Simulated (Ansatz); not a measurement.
Base system: PbO (space group P4/nmm, No. 129; a = 3.970 Å, c = 4.705 Å). Axes: x, y, z lie along a, b, c of the conventional cell.

Level of theory: PBEsol-D3(BJ) in Ansatz (plane waves to 420 eV, PAW, spin-orbit coupling left out).

Before the change:

- Pressure = 0.00 GPa

Now apply this change: tensile biaxial strain of 2.40 % in the plane normal to [001], as in epitaxy on a mismatched substrate; the out-of-plane cell vector and the atoms relax.

Problem. What does the calculation give for the ratio −ε⊥/ε∥ after the change?

Solution. The ratio −ε⊥/ε∥ comes out as 1.69.

Problem. Predict the new pressure.

Solution. The pressure (mean of the normal stresses, compression positive) goes from zero to -1.68 GPa.

Whether these cells are dynamically stable was not tested.

Ansatz is a program for electronic structure.
